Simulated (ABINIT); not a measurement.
## Worked example: self-consistent single point of ZnO (P6_3mc, 4 atoms in the cell) in ABINIT

Method of the run: PBE, PAW (JTH v2.0 PBE PAW) (plane waves; ABINIT 10.0.3).

Input as run:

```
# ZnO, JTH v2.0 PBE PAW
pp_dirpath "./"
pseudos "Zn.GGA_PBE-JTH.xml, O.GGA_PBE-JTH.xml"
acell 3.1645093935 3.1645093935 5.1045640000 Angstrom
rprim
         1.0000000000    0.0000000445    0.0000000000
        -0.5000000385    0.8660253815    0.0000000000
         0.0000000000    0.0000000000    1.0000000000
natom 4
ntypat 2
znucl 30 8
typat 1 1 2 2
xred
         0.6666666667    0.3333333333    0.5005900000
         0.3333333333    0.6666666667    0.0005900000
         0.6666666667    0.3333333333    0.8797200000
         0.3333333333    0.6666666667    0.3797200000
ecut 816 eV
pawecutdg 1633 eV
pawovlp -1
pawxcdev 0
occopt 1
nband 21
kptopt 1
ngkpt 10 10 5
nshiftk 1
shiftk 0 0 0
nstep 100
toldfe 1.0e-09
diemac 9
prtwf 0
prtden 0
enunit 2
```

Output, abridged:

```
 Symmetries : space group P6_3 m c (#186); Bravais hP (primitive hexag.)

 -outvars: echo values of preprocessed input variables --------
            acell      5.9800560987E+00  5.9800560987E+00  9.6462279878E+00 Bohr
           diemac      9.00000000E+00
             ecut      2.99874495E+01 Hartree
           enunit           2
              ixc     -101130
         kptrlatt       10    0    0      0   10    0      0    0    5
          kptrlen      4.82311399E+01
            natom           4
            nband          21
            ngfft          30      30      48
          ngfftdg          45      45      72
             nkpt          42
            nstep         100
             nsym          12
           ntypat           2
        pawecutdg      6.00116484E+01 Hartree
          pawovlp     -1.0000000000E+00
         pawxcdev           0
            rprim      1.0000000000E+00  4.4500000000E-08  0.0000000000E+00
                      -5.0000003850E-01  8.6602538150E-01  0.0000000000E+00
                       0.0000000000E+00  0.0000000000E+00  1.0000000000E+00
          spgroup         186
           toldfe      1.00000000E-09 Hartree
            typat      1  1  2  2
           useylm           1
             xred      6.6666666667E-01  3.3333333333E-01  5.0059000000E-01
                       3.3333333333E-01  6.6666666667E-01  5.9000000000E-04
                       6.6666666667E-01  3.3333333333E-01  8.7972000000E-01
                       3.3333333333E-01  6.6666666667E-01  3.7972000000E-01
            znucl       30.00000    8.00000

== DATASET  1 ==================================================================

 Real(R)+Recip(G) space primitive vectors, cartesian coordinates (Bohr,Bohr^-1):
 R(1)=  5.9800561  0.0000003  0.0000000  G(1)=  0.1672225  0.0965460  0.0000000
 R(2)= -2.9900283  5.1788804  0.0000000  G(2)= -0.0000000  0.1930919  0.0000000
 R(3)=  0.0000000  0.0000000  9.6462280  G(3)=  0.0000000  0.0000000  0.1036675
 Unit cell volume ucvol=  2.9874364E+02 bohr^3
 Angles (23,13,12)=  9.00000000E+01  9.00000000E+01  1.20000000E+02 degrees

 Coarse grid specifications (used for wave-functions):

 getcut: wavevector=  0.0000  0.0000  0.0000  ngfft=  30  30  48
         ecut(hartree)=     29.987   => boxcut(ratio)=   2.01859

 Fine grid specifications (used for densities):

 getcut: wavevector=  0.0000  0.0000  0.0000  ngfft=  45  45  72
         ecut(hartree)=     60.012   => boxcut(ratio)=   2.10991

   9.24308564E+02                                ecore*ucvol(ha*bohr**3)

_setup2: Arith. and geom. avg. npw (full set) are    2343.058    2343.043

--- !BeginCycle
solver: {iscf: 17, nstep: 100, nline: 4, wfoptalg: 10, }
tolerances: {toldfe: 1.00E-09, }
...

     iter   Etot(hartree)      deltaE(h)  residm     nres2
 ETOT  1  -158.69196692766    -1.587E+02 1.102E+01 1.982E+01
 ETOT  2  -161.16142021042    -2.469E+00 6.946E-01 1.607E+02
 ETOT  3  -161.02150265828     1.399E-01 2.630E-01 8.727E+01
 ETOT  4  -160.94961743881     7.189E-02 5.844E-02 4.341E+00
 ETOT  5  -161.01179709571    -6.218E-02 7.442E-02 3.789E+01
 ETOT  6  -160.97659412641     3.520E-02 2.694E-02 1.434E+01
   [... 13 lines left out ...]
 ETOT 20  -160.97108105892    -6.020E-09 3.447E-04 1.074E-04
 ETOT 21  -160.97108097374     8.518E-08 2.824E-04 2.152E-05
 ETOT 22  -160.97108097668    -2.940E-09 2.492E-04 2.155E-07
 ETOT 23  -160.97108097707    -3.859E-10 1.904E-04 2.907E-08
 ETOT 24  -160.97108097772    -6.498E-10 2.008E-04 1.137E-08

 At SCF step   24, etot is converged :
  for the second time, diff in etot=  6.498E-10 < toldfe=  1.000E-09

 Cartesian components of stress tensor (hartree/bohr^3)
  sigma(1 1)= -5.74176585E-04  sigma(3 2)=  0.00000000E+00
  sigma(2 2)= -5.74176585E-04  sigma(3 1)=  0.00000000E+00
  sigma(3 3)= -5.74017458E-04  sigma(2 1)= -4.30716817E-13

 ----iterations are completed or convergence reached----

 reduced coordinates (array xred) for    4 atoms
       0.666666666667      0.333333333333      0.500590000000
       0.333333333333      0.666666666667      0.000590000000
       0.666666666667      0.333333333333      0.879720000000
       0.333333333333      0.666666666667      0.379720000000
 cartesian forces (eV/Angstrom) at end:
    1     -0.00000000000000     0.00000000000000     0.00132554728730
    2      0.00000000000000    -0.00000000000000     0.00132554728730
    3     -0.00000000000000     0.00000000000000    -0.00132554728730
    4      0.00000000000000     0.00000000000000    -0.00132554728730
 frms,max,avg= 7.6530508E-04 1.3255473E-03   0.000E+00  0.000E+00 -1.070E-03 e/A
 length scales=  5.980056098659  5.980056098659  9.646227987787 bohr
              =  3.164509393500  3.164509393500  5.104564000000 angstroms
 Fermi (or HOMO) energy (hartree) =   0.26367   Average Vxc (hartree)=  -0.38887
 Eigenvalues (hartree) for nkpt=  42  k points:
 kpt#   1, nband= 21, wtk=  0.00200, kpt=  0.0000  0.0000  0.0000 (reduced coord)
  -0.42368   -0.39292    0.03477    0.03947    0.03947    0.04144    0.04743    0.04743
   0.09104    0.09104    0.10016    0.10016    0.11141    0.23135    0.23135    0.25944
   0.26367    0.26367    0.29636    0.46556    0.57358
 prteigrs : prtvol=0 or 1, do not print more k-points.

 Fermi (or HOMO) energy (eV) =   7.17476   Average Vxc (eV)= -10.58162
 Eigenvalues (   eV  ) for nkpt=  42  k points:
 kpt#   1, nband= 21, wtk=  0.00200, kpt=  0.0000  0.0000  0.0000 (reduced coord)
 -11.52890  -10.69197    0.94609    1.07393    1.07393    1.12765    1.29069    1.29069
   2.47727    2.47727    2.72558    2.72558    3.03160    6.29528    6.29528    7.05971
   7.17476    7.17476    8.06445   12.66854   15.60784
 prteigrs : prtvol=0 or 1, do not print more k-points.

--- !EnergyTerms
comment             : Components of total free energy in Hartree
kinetic             :  2.85977450031626E+01
hartree             :  3.90696331737617E+01
xc                  : -9.44966652829570E+00
Ewald energy        : -1.11543752715514E+02
psp_core            :  3.09398573391894E+00
local_psp           : -1.45549070960727E+02
spherical_terms     :  3.48101009818310E+01
total_energy        : -1.60971025311862E+02
total_energy_eV     : -4.38024436009885E+03
...

-Cartesian components of stress tensor (GPa)         [Pressure=  1.6891E+01 GPa]
- sigma(1 1)= -1.68928555E+01  sigma(3 2)=  0.00000000E+00
- sigma(2 2)= -1.68928555E+01  sigma(3 1)=  0.00000000E+00
- sigma(3 3)= -1.68881738E+01  sigma(2 1)= -1.26721241E-08

 Calculation completed.
```

The run converged in 24 iterations.

The starting cell comes from a database of computed structures (which also holds hypothetical and non-ambient phases and stackings), without a prior relaxation at this level. Its lattice was rescaled by a random factor within 2.5 % of one. With a pressure of about 17 GPa the cell is away from its equilibrium volume at this level.

Cost on one core of a shared machine: roughly 2 min.
